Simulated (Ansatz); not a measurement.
The starting structures come from a database of crystals and need not be the phases stable at ambient conditions.

 Where the default PAW files enter, the runs use the earlier of Ansatz's two default sets.

By PBEsol, the system below comes out a metal.

Crystal: Hf5Ge3 (P6_3/mcm, not sure to be the ambient phase, 16 atoms a cell, 18.9 Å³ an atom, -2 GPa at this level); planes in its conventional cell.

Calculation: PBEsol (plane waves, PAW; Ansatz, a program for electronic structure).

Ballistic conductance counts the channels of both spins, as a mean over 0.1 eV about the Fermi level; spin-orbit coupling is left out.

| plane | area (Å²) | G/A (10¹⁵ S/m²) |
|---|---|---|
| (110) | 76.0 | 0.26 |
| (100) | 43.9 | 0.26 |
| (001) | 54.6 | (withheld) |

### Question
Complete the blanks.

### Answer

- (001), G/A (10¹⁵ S/m²): 0.38
